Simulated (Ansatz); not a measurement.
The starting structures come from a database of crystals and need not be the phases stable at ambient conditions.

 Where the default PAW files enter, the runs use the earlier of Ansatz's two default sets.

## Evanescent states of N$_{2}$ (P4_2/mnm, not sure to be the ambient phase, 4 atoms a cell, 22.3 Å³ an atom) along the normal of (110)

These are r2SCAN (plane waves, PAW; Ansatz, a quantum-chemistry and plane-wave program) values and carry that method's errors.

The gap is the functional's own, uncorrected, and κ follows it; spin-orbit coupling is left out. Mid-gap values are interpolated between the computed energies.

Energies count from the valence-band top; κ is the least over a 6×6 mesh across the current.

| E (eV) | κ (1/Å) | where |
|---|---|---|
| 0.17 | 0.383 | off Γ |
| 0.51 | 0.624 | off Γ |
| 0.85 | 0.769 | Γ |
| 1.19 | 0.804 | Γ |
| 1.53 | 0.832 | Γ |
| 1.87 | … | Γ |
| 2.21 | … | Γ |
| 2.55 | … | Γ |
| 2.89 | … | Γ |
| 3.23 | … | Γ |
| 3.57 | … | Γ |
| 3.91 | … | Γ |
| 4.25 | … | Γ |
| 4.59 | … | Γ |
| 4.93 | … | Γ |
| 5.27 | … | Γ |
| 5.61 | … | Γ |
| 5.95 | 0.648 | Γ |
| 6.29 | 0.591 | Γ |
| 6.63 | 0.522 | Γ |
| 6.97 | 0.435 | Γ |
| 7.31 | 0.314 | Γ |

Q: Some entries are withheld; supply them.

A: 
- 1.87, κ (1/Å): 0.855
- 2.21, κ (1/Å): 0.873
- 2.55, κ (1/Å): 0.888
- 2.89, κ (1/Å): 0.899
- 3.23, κ (1/Å): 0.893
- 3.57, κ (1/Å): 0.876
- 3.91, κ (1/Å): 0.856
- 4.25, κ (1/Å): 0.833
- 4.59, κ (1/Å): 0.805
- 4.93, κ (1/Å): 0.774
- 5.27, κ (1/Å): 0.738
- 5.61, κ (1/Å): 0.696
